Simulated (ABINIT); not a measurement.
Equation of state of fcc Al (space group 225): energy against volume (ABINIT, PBE)

```
Al
1.0
    0.00000     1.98899     1.98899
    1.98899     0.00000     1.98899
    1.98899     1.98899     0.00000
Al
1
Direct
  0.00000   0.00000   0.00000
```

Computed with PBE, norm-conserving pseudopotentials (PseudoDojo nc-sr-05 PBE standard) (plane waves; ABINIT). Settings: pseudos = [Al.upf]; ecut = 26 Ha; occopt = 3; tsmear = 0.05 eV; ngkpt = 25 25 25; nshiftk = 1; shiftk = 0 0 0; potentials = PseudoDojo nc-sr-05 PBE standard; nband = 7; kptopt = 1; nstep = 80; toldfe = 1e-09 Ha. The cell above is the first row's. The rows scale it uniformly. In all rows the k mesh is held. E is the free energy at the stated smearing, counted from the lowest row.

| V (Å^3/atom) | E (meV/atom) |
|---|---|
| 15.737 | ? |
| 16.079 | 2.00 |
| 16.422 | 0.00 |
| 16.764 | 1.54 |
| 17.106 | 6.21 |
| 17.448 | 13.65 |
| 17.790 | 23.54 |
| 18.132 | 35.58 |
| 18.474 | 49.51 |

### Question
Fit E against V with the third-order Birch-Murnaghan form, a cubic in V^(-2/3), and predict the withheld value at V = 15.737.

### Answer
With u = V^(-2/3) - 0.150, the rows have u = 0.006974, 0.004780, 0.002668, 0.000626, -0.001348, -0.003260, -0.005111, -0.006904. Least squares gives E = 8.265 - 3504.85·u + 365700·u² + 1160067·u³. Residuals (row less fit): -0.002, 0.006, 0.001, -0.005, -0.001, 0.003, 0.004, -0.002; standard error 0.005 (degrees of freedom: 4). Its minimum lies at u = 0.004687, so V0 = (0.154687)^(-3/2) = 16.44. There d²E/du² = 764000 and d³E/du³ = 6960000, so B0 = (4/9) × 16.44^(-7/3) × 764000 × 0.160218 = 79.2 GPa (the last factor turns the table's units into GPa), and B0' = 4 + (2/3) × 0.154687 × (6960000)/764000 = 4.9. The program's pressures in the fitted runs (not shown) pass through zero at V = 16.44, 0.00 % from this V0. At the withheld row, u = 0.009240, so E = 8.265 - 3504.85 × 0.009240 + 365700 × 0.009240² + 1160067 × 0.009240³ = 8.018 meV/atom. The calculation gives 7.96 meV/atom, 0.058 meV/atom below the prediction (0.1 % of the range of E in the table). The row lies outside the fitted rows, so this is an extrapolation. From the scatter of the fitted rows alone, a prediction at this place has a standard error of 0.014 meV/atom, so the miss is 4.2 times that.

Carrying the step between the two nearest rows on in a straight line would have given 3.99, off by 3.97; series whose last step already gives the withheld value aren't shown. The scan was laid around a cell of about the measured size, scaled by a guess for this functional. Cutoffs and mesh are single choices, not tested for convergence of this quantity. Series with a scatter that would blur these digits, or in which a gap closes, are not shown. Nor are scans whose minimum lies at an end fitted in this form.

Terms beyond the fitted order, or numerical noise in single rows, can give a miss of this size; the table doesn't tell which.
